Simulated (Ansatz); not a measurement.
Worked example: self-consistent single point of AgPd (P-6m2, 2 atoms in the cell) in Ansatz (a first-principles code)

Computed with LDA (PW92), default PAW files made with PBE (plane waves; Ansatz).

The input file:

Ansatz 0.2 input:
```yaml
# AgPd
crystal:
  lattice:
    - [2.82815000, 0.00000000, 0.00000000]
    - [-1.41407500, 2.44925000, 0.00000000]
    - [0.00000000, 0.00000000, 4.70238500]
  atoms:
    - { symbol: Ag, position: [0.00000000, 0.00000000, 0.50000000] }
    - { symbol: Pd, position: [0.66666700, 0.33333300, 0.00000000] }
basis:
  ecutwfc: 420.0 eV
kpoints:
  mp_grid: { grid: [13, 13, 7] }
hamiltonian:
  xc: lda
  pseudopotentials: { kind: paw }
scf:
  occupations: { method: fermi_dirac, width: 0.1 eV }
output:
  forces: true
  eigenvalues: true
  stress: true
```

Output, abridged:

```
WARN the atoms were moved onto the symmetric positions of the space group found under crystal.symmetry.tolerance 1.0e-5 (fractional …
WARN ansatz: RAYON_NUM_THREADS=1 ignored (pool sized by the plan → 1); use --threads N
Pseudopotentials: kind: paw
Pseudopotential: Ag, paw, valence charge 19
Pseudopotential: Pd, paw, valence charge 18
Crystal: 2 atoms, lattice volume = 32.573 Å³
Basis set: ecut = 420 eV, 627 PW (Γ)
Bands: 23, of which v1, the nominal top of the filled ones, is band 19 counted from 1 (18 counted from 0)
Symmetry: 12 space group operations
Space group: P-6m2 (ITA 187), of the structure as read, at distance tolerance 3.2e-5 Å
k-points: 84 of 1183 (time reversal used)
PAW frozen core: Ag, regenerated for the run's functional, and the local potential with it
PAW frozen core: Pd, regenerated for the run's functional, and the local potential with it
Initial density: superposition of atomic densities (neutral atoms: chi_scale 0, normalization atom), corrected by the library's trained network
Initial wavefunctions: pseudopotential atomic-orbital guess
Eigensolver: davidson
Functional: x = slater, c = lda
SCF iter   1: F=—  HF=-14302.756115 eV  |F-HF|=—  |Δ(HF+E_count)|=         —  Δρ=1.62e-2  dr2=8.65e-2  ethr=1.77e-3  ⟨swp⟩=5.1  Hψ=7686  notcnv=0
all-band conjugate gradients solve this SCF's bands
preconditioner: auto → Kerker (q_TF=auto, 2.787 Å⁻¹)
SCF iter   2: F=—  HF=-14302.741778 eV  |F-HF|=—  |Δ(HF+E_count)|=   1.43e-2  Δρ=6.50e-3  dr2=1.67e-2  ethr=2.34e-4  ⟨swp⟩=1.1  Hψ=2613  notcnv=0
SCF iter   3: F=—  HF=-14302.738573 eV  |F-HF|=—  |Δ(HF+E_count)|=   3.21e-3  Δρ=1.32e-3  dr2=1.16e-3  ethr=4.50e-5  ⟨swp⟩=1.8  Hψ=2468  notcnv=0
SCF iter   4: F=—  HF=-14302.738323 eV  |F-HF|=—  |Δ(HF+E_count)|=   2.51e-4  Δρ=3.43e-4  dr2=1.52e-4  ethr=3.15e-6  ⟨swp⟩=1.0  Hψ=1924  notcnv=0
SCF iter   5: F=—  HF=-14302.738287 eV  |F-HF|=—  |Δ(HF+E_count)|=   3.62e-5  Δρ=1.45e-4  dr2=6.42e-6  ethr=4.10e-7  ⟨swp⟩=1.1  Hψ=1941  notcnv=0
SCF iter   6: F=—  HF=-14302.738292 eV  |F-HF|=—  |Δ(HF+E_count)|=   5.40e-6  Δρ=3.52e-5  dr2=5.48e-7  ethr=1.73e-8  ⟨swp⟩=2.1  Hψ=3298  notcnv=0
SCF iter   7: F=-14302.738292 eV  HF=-14302.738292 eV  |F-HF|=2.42e-9  |Δ(HF+E_count)|=   9.91e-8  Δρ=8.03e-6  dr2=1.55e-8  ethr=2.70e-10  ⟨swp⟩=5.2  Hψ=7481  notcnv=0
SCF 1 converged in 7 iterations: F = -14302.738292 eV  dr2 = 1.55e-8
SCF converged after 7 iterations
Free energy (F): -14302.738292 eV
Harris-Foulkes:  -14302.738292 eV  (|F-HF|=2.42e-9)
Internal energy: -14302.700819 eV  (E = F + TS)
E sigma→0 (E₀):  -14302.719556 eV
Entropy (-TS):   -0.037473 eV (-18.736 meV/atom)
Fermi energy:    17.235198 eV
--- Per-component energies (eV) ---
  E_band       = -401.371784
  E_kinetic    = 1040.134651
  E_local      = -4026.127893  (includes V_loc(G=0)·N_el)
  E_nonlocal   = 309.971142
  E_hartree    = 1732.547192
  E_xc         = -350.647906
  E_vxc        = -445.008303  (∫ρ·V_xc dr)
  E_paw        = -7393.348721  (= ΣΔE_a)
  E_vpaw       = -745.431980  (= ΣTr[D̂ρ^β])
  E_aug_tail   = 0.000453  (compensation charges beyond the density's cutoff)
  E_ewald      = -5616.635279
  E_core_change = 1.405541  (= ΣΔE_core)
  E_smearing   = -0.037473  (= −TS)
  E_closure    = 0.000000  (closes the sum)
  Σ components = -14302.738292   (vs F -14302.738292, Δ=0.00e0)
--- Forces (eV/Å), atoms counted from 1 ---
  atom   1  Ag     0.00000000     0.00000000     0.00000000
  atom   2  Pd    -0.00000000     0.00000000     0.00000000
  max |Σ_I F_I| component: 9.25e-18 eV/Å
--- Stress (GPa, compression-positive) ---
      -11.623066       0.000000       0.000000
       -0.000000     -11.623066       0.000000
        0.000000       0.000000     -11.799015
  P = ⅓ Tr σ = -11.6817 GPa (-116.817 kbar)
  The stress holds the Pulay correction. Without it, at fixed plane waves, as pw.x and ABINIT print it: P = -11.7057 GPa
--- Band table (eV; the first three rows and the last of 84) ---
  k-point 0: bands = ["-74.0354", "-66.3182", "-37.5582", "-37.5091", "-37.5091", "-32.0310", "-32.0145", "-32.0145", "10.0561", "11.6253", "13.0793", "13.0793", "14.0129", "14.1167", "14.1167", "15.0628", "15.0628", "16.6008", "16.6008", "17.6293", [...]
  k-point 1: bands = ["-74.0354", "-66.3182", "-37.5579", "-37.5091", "-37.5091", "-32.0316", "-32.0145", "-32.0145", "10.2084", "11.6628", "13.0675", "13.0675", "13.9590", "14.0943", "14.0943", "15.1119", "15.1119", "16.5941", "16.5941", "16.8406", [...]
  k-point 2: bands = ["-74.0354", "-66.3183", "-37.5572", "-37.5091", "-37.5091", "-32.0330", "-32.0145", "-32.0145", "10.6137", "11.7804", "13.0437", "13.0437", "13.7785", "14.0427", "14.0427", "15.2274", "15.2274", "15.5130", "16.5723", "16.5723", [...]
  k-point 83: bands = ["-74.0178", "-66.2899", "-37.6344", "-37.6105", "-37.5350", "-32.1961", "-32.1614", "-31.9990", "12.3512", "12.7321", "12.8292", "12.9227", "13.2049", "14.6750", "15.0251", "15.3065", "15.7848", "16.6049", "21.6685", [...]
```

The run converged in 7 iterations.

The starting cell comes from a database of computed structures (which also holds hypothetical and non-ambient phases and stackings), without a prior relaxation at this level. Its lattice was rescaled by up to half a per cent. Spin polarisation is off. With a pressure of about -12 GPa the cell is away from its equilibrium volume at this level. Ansatz's pressure includes its estimate of the finite-basis (Pulay) stress.
